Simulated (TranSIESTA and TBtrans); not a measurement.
# Al chain with one C atom inserted

Device: Al chain with one C atom inserted. Leads: straight Al chain, spacing 2.328 Å. Geometry: 3 atoms about the centre moved by SIESTA (PBE, DZP) to a largest force of 0.02 eV/Å, all others as built, motion along the axis alone.

Computed with TranSIESTA and TBtrans, PBE, DZP numerical orbitals (energy shift 0.15 eV), PseudoDojo norm-conserving scalar-relativistic potentials, mesh cutoff 200 Ry, 300 K, no spin polarisation, no spin-orbit coupling; self-consistent non-equilibrium Green functions.

```
Property                           Value
---------------------------------  -----
Conductance at 300 K (G0 = 2e²/h)   1.00
Thermopower (μV/K)                   3.3
Mean T from −0.5 to 0.5 eV          0.65
```

Energies count from the leads' Fermi level. Transmissions are for one spin of a degenerate pair. The energy step is 0.01 eV; narrower resonances are cut or missed.

| E (eV) | T | lead channels |
|---|---|---|
| -2.00 | 0.74 | 1 |
| -1.90 | 0.69 | 1 |
| -1.80 | 0.64 | 1 |
| -1.70 | 0.58 | 1 |
| -1.60 | 0.51 | 1 |
| -1.50 | 0.43 | 1 |
| -1.40 | 0.34 | 1 |
| -1.30 | 0.23 | 1 |
| -1.20 | 0.087 | 1 |
| -1.10 | 0 | 0 |
| -1.00 | 0 | 0 |
| -0.90 | 0 | 0 |
| -0.80 | 0 | 0 |
| -0.70 | 0 | 0 |
| -0.60 | 0 | 0 |
| -0.50 | 0 | 0 |
| -0.40 | 0.0014 | band edge |
| -0.30 | 0.33 | 2 |
| -0.20 | 0.77 | 2 |
| -0.10 | 1.00 | 2 |
| 0.00 | 1.01 | 2 |
| 0.10 | 0.92 | 2 |
| 0.20 | 0.81 | 2 |
| 0.30 | 0.71 | 2 |
| 0.40 | 0.65 | 2 |
| 0.50 | 0.61 | 2 |
| 0.60 | 0.59 | 2 |
| 0.70 | 0.59 | 2 |
| 0.80 | 0.60 | 2 |
| 0.90 | 0.62 | 2 |
| 1.00 | 0.65 | 2 |
| 1.10 | 0.68 | 2 |
| 1.20 | 0.71 | 2 |
| 1.30 | 0.75 | 2 |
| 1.40 | 0.79 | 2 |
| 1.50 | 1.82 | 3 |
| 1.60 | 1.82 | 3 |
| 1.70 | 1.81 | 3 |
| 1.80 | 1.80 | 3 |
| 1.90 | 1.79 | 3 |
| 2.00 | 1.78 | 3 |

The straight chain is held at its spacing; free chains may zigzag or dimerise. No spin-polarised start was tried, so a magnetic state, if there is one, is missed.
